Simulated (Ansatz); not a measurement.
```yaml
crystal:
  lattice:
    - [11.00000, 0.00000, 0.00000]
    - [0.00000, 11.00000, 0.00000]
    - [0.00000, 0.00000, 5.27984]
  atoms:
    - { symbol: Ca, position: [0.50000, 0.50000, 0.00000] }
    - { symbol: Se, position: [0.50000, 0.50000, 0.50000] }
```

Levels: PBE (plane waves to 420 eV, PAW; Ansatz, a first-principles code); PBE with spin-orbit coupling (Ansatz); r2SCAN (plane waves to 500 eV, PAW; Ansatz); HSE06 in Ansatz. Unmarked values and the geometry are of the first. Mesh 1×1×56. No spin polarisation. It repeats along c; a and b span vacuum. A hypothetical model. Symmetry and one short period hold its shape; lower forms weren't sought. Pairing along the axis, which can open a gap, is among the distortions not tried. Values not marked SOC lack spin–orbit coupling. HSE06 ran on a 1×1×4 mesh and at PBE's edge points. Buckling under compression is shut out by symmetry and the short period.

Task: Give the properties of this body.

Result: 
- PBE gap: 2.42 eV, direct at Γ
- electron mass along the axis (PBE): 0.98 mₑ
- hole mass along the axis (PBE): 2.0 mₑ
- valence and conduction edges under the vacuum level (PBE): 4.71 and 2.29 eV
- PBE+SOC gap at this geometry: 2.33 eV
- r2SCAN gap at this geometry: 3.09 eV
- HSE06 gap at this geometry: 3.29 eV
- axial stiffness dF/dε: 35 nN
